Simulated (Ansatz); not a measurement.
**GaCuSe2 under a change: Cu → Be**

The reference is GaCuSe2 in the chalcopyrite structure (space group I-42d, No. 122; a = 5.608 Å, c = 11.096 Å).

Now apply this change: full substitution Cu → Be, then cell and atoms are relaxed.

Calculations: Ansatz (an electronic-structure program), r2SCAN, PAW, cutoff 500 eV, no SOC, earlier PAW set. Settings: 12×12×12 k-points, 0.05 eV Fermi–Dirac smearing, for the changed cell.

```
quantity                        base          changed         shift
-------------------  ---------------  ---------------  ------------
volume per atom             21.81 Å³         21.85 Å³      +0.04 Å³
density                   5.54 g/cm³       4.50 g/cm³  -1.046 g/cm³
lattice parameter a          5.608 Å          5.742 Å     +0.1345 Å
c/a ratio                      1.979            1.846        -0.133
space group          I-42d (No. 122)  I-42d (No. 122)             –
band gap                     0.57 eV             zero             –
```

Stability against distortions was not tested. As relaxed here, BeGaSe2 is a hypothetical phase, not in the database extracts checked. All final runs are without spin polarisation.
